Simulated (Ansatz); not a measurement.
Worked example: relaxation of the atoms of BW₂ (I4, 6 atoms in the cell) in Ansatz (a first-principles code).

Method of the run: LDA (PW92), default PAW files made with PBE (plane waves; Ansatz).

The change in words: one atom moved by 0.15 angstrom; relax: default → atoms; relax.f_tol: default → 0.2 eV/Å. Reference geometry:
```
BW2
1.0
   -2.76967     2.76967     2.37102
    2.76967    -2.76967     2.37102
    2.76967     2.76967    -2.37102
B W
2 4
Cartesian
  0.00000   0.00000   1.18551
  0.00000   0.00000   3.55654
  1.82626   0.94340   2.37102
  0.94340   1.82626   0.00000
 -0.94340   1.82626   2.37102
  3.71307   0.94340   0.00000
```

Reference input (self-consistent single point, DFT, LDA (PW92), plane waves, default PAW files made with PBE): basis.ecutwfc = 30.9 Ry; kpoints.mp_grid.grid = 9 9 9; hamiltonian.xc = lda; hamiltonian.pseudopotentials = {kind: paw} (the program's default PAW files); scf.occupations.method = gaussian; scf.occupations.width = 0.0073 Ry. This run's input differs from it in these lines:

```diff
@@ -6,3 +6,3 @@
   atoms:
-    - { symbol: B, position_ang: [0.000000, 0.000000, 1.185512] }
+    - { symbol: B, position_ang: [-0.000000, 0.000000, 1.335513] }
     - { symbol: B, position_ang: [0.000000, 0.000000, 3.556538] }
@@ -25,2 +25,4 @@
     width: 0.0073 Ry
+relax:
+  f_tol: 0.2
 output:
```

Output, abridged:

```
   [... SCF lines of the steps left out ...]
relax step   1: F+E_penalty+E_count = -40820.60225341 eV  Δ(F+E_penalty+E_count) = +0.000e0 eV  max|allowed force component| = 7.254e-1 eV/Å  Δτ_max = 0.0000 Å  (6 SCF iters, dr2 threshold 1.00e-4 eV, accepted)
relax step   2: F+E_penalty+E_count = -40820.65563739 eV  Δ(F+E_penalty+E_count) = -5.338e-2 eV  max|allowed force component| = 2.865e-1 eV/Å  Δτ_max = 0.0349 Å  (6 SCF iters, accepted)
relax step   3: F+E_penalty+E_count = -40820.66249714 eV  Δ(F+E_penalty+E_count) = -6.860e-3 eV  max|allowed force component| = 1.005e-1 eV/Å  Δτ_max = 0.0235 Å  (6 SCF iters, accepted)
relax step   4: F+E_penalty+E_count = -40820.66355660 eV  Δ(F+E_penalty+E_count) = -1.059e-3 eV  max|allowed force component| = 7.064e-2 eV/Å  Δτ_max = 0.0116 Å  (6 SCF iters, accepted)
relax step   5: F+E_penalty+E_count = -40820.66502473 eV  Δ(F+E_penalty+E_count) = -1.468e-3 eV  max|allowed force component| = 6.331e-2 eV/Å  Δτ_max = 0.0166 Å  (6 SCF iters, accepted)
the relaxation is at rest under the 4 symmetry operations that the run kept from its start: a minimum is not shown …
Free energy (F): -40820.665025 eV
Internal energy: -40820.646801 eV  (E = F + TS)
E sigma→0 (E₀):  -40820.655913 eV
Entropy (-TS):   -0.018224 eV (-3.037 meV/atom)
Fermi energy:    21.668609 eV
--- Forces (eV/Å), atoms counted from 1 ---
  atom   1  B      0.00000000    -0.00000000     0.06330636
  atom   2  B     -0.00000000     0.00000000    -0.00884629
  atom   3  W     -0.01316990     0.03269448    -0.01361484
  atom   4  W      0.01316990    -0.03269448    -0.01361484
  atom   5  W     -0.03269448    -0.01316990    -0.01361484
   [... lines left out ...]
    - { symbol: W, position: [0.6805495719089368, 0.8402067883584445, 0.5096000563663803] }
    - { symbol: W, position: [0.3306067319920643, 0.1709495155425566, 0.4903999436336195] }
    - { symbol: W, position: [0.8402067883584446, 0.3306067319920643, 0.15965721644950776] }
    - { symbol: W, position: [0.1709495155425566, 0.6805495719089368, 0.8403427835504921] }
```

The run converged.  The full log also holds: “iter 4 did not close the SCF: its close was put off for the readings that it lacked (scf_convergence_deferred on its scf_iter line)”.

Summary of the result:
| Item | Result |
|---|---|
| Free energy E − TS (on the zero of these files) | -40820.6650 eV |
| Fermi level (on the code's own zero) | 21.67 eV |
| Pressure | -5.71 GPa |
| Largest force (vector length) | 0.063 eV/Å |
| Relaxation steps | 5 |

The starting cell comes from a database of computed structures (which also holds hypothetical and non-ambient phases and stackings), without a prior relaxation at this level. Its lattice was rescaled by up to half a per cent. For this run, on top of that: one atom moved by 0.15 angstrom. Spin polarisation is off. The relaxation keeps the symmetry of its start, so its end need not be a minimum. Ansatz's pressure includes its estimate of the finite-basis (Pulay) stress.

Cost on one core of a shared machine: roughly 2 min.

Keys are those of Ansatz 0.2.
